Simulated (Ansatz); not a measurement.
Base system: BAs in the zinc blende structure (space group F-43m, No. 216; a = 4.7679 Å). Axes: x, y, z lie along the cube axes.

Now apply this change: uniaxial strain ε_zz = −2.72 %, all other strain components held at zero; the atoms relax in the strained cell.

Levels (all Ansatz, a first-principles code, PAW): PBEsol (420 eV, scalar-relativistic without spin-orbit coupling); r2SCAN (500 eV, scalar-relativistic without spin-orbit coupling); HSE06 (420 eV, without spin-orbit coupling).

At the geometry relaxed with PBEsol, these levels gave the following band gaps, in shuffled order: (a) 1.35 eV, (b) 0.89 eV, (c) 0.64 eV.

**Question.** Match each gap to its level.

**Answer.** (a) HSE06; (b) r2SCAN; (c) PBEsol.

Single points use the geometry relaxed with PBEsol. HSE06 gaps are upper bounds (no full band path). Stability against distortions was not tested.
